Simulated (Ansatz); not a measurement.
Ta, response to strain

Consider Ta in the bcc (W type) structure (space group Im-3m, No. 229; a = 3.2541 Å; relaxed with 0.1 eV smearing).

Strains are applied to the cell and any free atomic positions relax.

All numbers come from LDA (Ansatz, an electronic-structure program, PAW, without spin-orbit coupling).

Notes on the quantities. energy relative to the base: free energy F.

| variant | volume per atom | energy relative to the base | pressure |
|---|---|---|---|
| base | 17.23 Å³ | 0 meV/atom | 0.0 GPa |
| isotropic strain −3.00 % | 15.72 Å³ | +103 meV/atom | … |
| isotropic strain −2.00 % | 16.22 Å³ | +44 meV/atom | 14.8 GPa |
| isotropic strain −1.50 % | 16.46 Å³ | +25 meV/atom | 10.7 GPa |
| isotropic strain −0.50 % | 16.97 Å³ | +2.7 meV/atom | 3.4 GPa |
| isotropic strain +0.50 % | 17.49 Å³ | +2.6 meV/atom | -3.2 GPa |
| isotropic strain +1.50 % | 18.02 Å³ | +23 meV/atom | -8.9 GPa |
| isotropic strain +2.00 % | 18.28 Å³ | +40 meV/atom | -11.5 GPa |
| isotropic strain +2.50 % | 18.55 Å³ | … | -14.0 GPa |
| isotropic strain +3.00 % | 18.83 Å³ | +87 meV/atom | -16.3 GPa |

Some entries are withheld; estimate them.


- isotropic strain −3.00 %, pressure: 23.6 GPa
- isotropic strain +2.50 %, energy relative to the base: +61 meV/atom

Stability against distortions was not tested. All final runs are without spin polarisation.
